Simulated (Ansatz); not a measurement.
An Ansatz (an electronic-structure program) input (r2SCAN, PAW, 500 eV (Ansatz; no SOC)):

Ansatz 0.2 input:
```yaml
crystal:
  lattice:
    - [2.4830423437, 0, 0]
    - [0, 3.5115521585, 0]
    - [1.2415211719, 1.7557760792, 1.29359155]
  atoms:
    - { symbol: N, position: [0.5, 0.25, 0] }
    - { symbol: B, position: [0, 0, 0] }
basis: { ecutwfc: 500, ecutrho_ratio: 4, xc_grid: 4, fft_grid_basis: typed }
kpoints: { mp_grid: { grid: [16, 16, 16] } }
hamiltonian:
  xc: r2scan
  dispersion: none
  pseudopotentials: { kind: paw }
scf: { occupations: { method: fermi_dirac, width: 0.05 } }
relax: { f_tol: 0.005, max_steps: 50, cell: { stress_tol: 0.01, fix: [a, b, gamma] } }
output: { forces: true, stress: true }
checkpoint: { write: state.ck, write_every: 1000 }
```

**Question.** Which symmetry and how many k-points will the program report, and about how many plane waves at Γ?

**Answer.** Space group Imm2 (ITA 44) with 4 operations, k-points 621 of 4096, and 291 plane waves at Γ.

**Question.** And the final pressure?

**Answer.** 21.15 GPa (compression positive).

The cells carry an imposed strain or load. No phonon test of stability was made. The cell was made from BN in the zinc blende structure (space group F-43m, No. 216) by this change: biaxial strain −2.72 %, plane normal [110], relaxed out of plane.
